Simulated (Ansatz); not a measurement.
Band structure of a sheet of SnC (2 atoms in the cell).

```
CELL_PARAMETERS angstrom
      3.76685     0.00000     0.00000
     -1.88343     3.26219     0.00000
      0.00000     0.00000    14.00000
ATOMIC_POSITIONS crystal
  Sn 0.66667 0.33333 0.50000
  C  0.33333 0.66667 0.50000
```

Method of the run: revPBE with spin-orbit coupling, default PAW files made with PBE (plane waves; Ansatz, a quantum-chemistry and plane-wave program).

Settings: kpoints.mp_grid.grid = 8 8 1; hamiltonian.xc = revpbe; hamiltonian.pseudopotentials = {kind: paw} (the program's default PAW files); magnetization.noncollinear = true; magnetization.spin_orbit = true; scf.occupations.method = fermi_dirac; scf.occupations.width = 0.1 eV; kpoints.band_path.path = [[0.0, 0.0, 0.0], [0.5, 0.0, 0.0], [0.33333333, 0.33333333, 0.0], [0.0, 0.0, 0.0]]; kpoints.band_path.npoints = 10.

The starting cell was generated: these elements placed on a structure prototype, without a prior relaxation; it need not be a known phase or ordering of this composition.

Levels in eV from the Fermi level, bands 15 to 22:
```csv
point,15,16,17,18,19,20,21,22
Γ,-1.08,-1.08,-0.96,-0.96,-0.19,-0.19,3.65,3.65
M,-2.60,-2.60,-0.56,-0.56,1.84,1.84,1.99,1.99
K,-4.40,-4.19,-0.08,-0.07,1.70,1.71,4.24,4.24
```

Bands cross the Fermi level along this path, so the cell is metallic at this level.

The net moment of the cell came out as 0.00 μB.

Keys are those of Ansatz 0.2.
